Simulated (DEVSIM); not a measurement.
Structure: Si n-i-p diode, at 400 K.

Layer 1 from the left is Si, thickness (μm) 0.660, Nd (cm⁻³) 6e18, τn (s) 1.2e-6, τp (s) 1.2e-6. Layer 2 from the left is Si, thickness (μm) 0.820, Na (cm⁻³) 2.3e12, τn (s) 1.2e-6, τp (s) 1.2e-6. Layer 3 from the left is Si, thickness (μm) 0.660, Na (cm⁻³) 1e17, τn (s) 1.2e-6, τp (s) 1.2e-6.

Left contact: ohmic. Right contact: ohmic. Voltage is applied to the left contact. Recombination: SRH at mid-gap, radiative, Auger. Mobility is constant in doping.

Constants are typed, rounded textbook-type inputs, not results; the design itself was drawn at random and stands for no fabricated device. Values at 300 K; Nc and Nv go as T^1.5, mobilities as T to minus their exponent, the gap by Varshni's rule with the affinity fixed.

Si: gap (eV) 1.124, affinity (eV) 4.05, permittivity 11.7, Nc (cm⁻³) 2.86e19, Nv (cm⁻³) 3.1e19, μn (cm²/Vs) 1417, μp (cm²/Vs) 470, T exponent of μn 2.3, T exponent of μp 2.2, B (cm³/s) 4.7e-15, Cn (cm⁶/s) 2.8e-31, Cp (cm⁶/s) 9.9e-32, Varshni α (eV/K) 0.000473, Varshni β (K) 636.

Simulated with DEVSIM: 1D drift-diffusion, Boltzmann statistics, complete ionisation; no tunnelling, impact ionisation, image-force lowering or self-heating.

**Question.** What does the simulation give for the dark forward voltage at 100 A/cm², the dark forward voltage at 1 A/cm²?

**Answer.** dark forward voltage at 100 A/cm² 0.537 V; dark forward voltage at 1 A/cm² 0.373 V.
